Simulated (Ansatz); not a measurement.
## CaCl2, pressure series

Base system: CaCl2 (space group Pnnm, No. 58; a = 6.1968 Å, b = 6.4202 Å, c = 4.1255 Å).

Cell and atoms are relaxed at each pressure.

Calculations: DFT with PBEsol, PAW potentials and a 420 eV plane-wave cutoff in Ansatz (an electronic-structure program), no SOC.

Two rows of this table had their results exchanged by mistake.

| pressure | volume per atom (Å³) | shortest distance (Å) | band gap |
|---|---|---|---|
| pressure −2 GPa | 29.69 | 2.762 | 5.24 eV |
| pressure −1 GPa | 21.30 | 2.747 | 4.50 eV |
| pressure 0.3 GPa | 26.97 | 2.712 | 5.39 eV |
| pressure 0.7 GPa | 26.56 | 2.704 | 5.38 eV |
| pressure 1.5 GPa | 25.87 | 2.690 | 5.33 eV |
| pressure 3 GPa | 24.86 | 2.663 | 5.26 eV |
| pressure 5 GPa | 23.78 | 2.636 | 5.14 eV |
| pressure 7.5 GPa | 28.61 | 2.738 | 5.24 eV |
| pressure 10 GPa | 20.63 | 2.719 | 4.43 eV |

Which two?

The rows for pressure −1 GPa and pressure 7.5 GPa: the volume has to fall steadily with pressure, so 28.61 Å³ belongs to pressure −1 GPa and 21.30 Å³ to pressure 7.5 GPa.

From pressure 7.5 GPa on, the axis ratios lie over 15 % from the base's, so the cell there is far from its starting form. Load acts through the strain it causes; cell and atoms are relaxed under it. Whether these cells are dynamically stable was not tested. No other phases were tried under pressure. Along this pressure series the structure jumps between pressure 5 GPa and pressure 7.5 GPa; cells beyond that are another form of it.
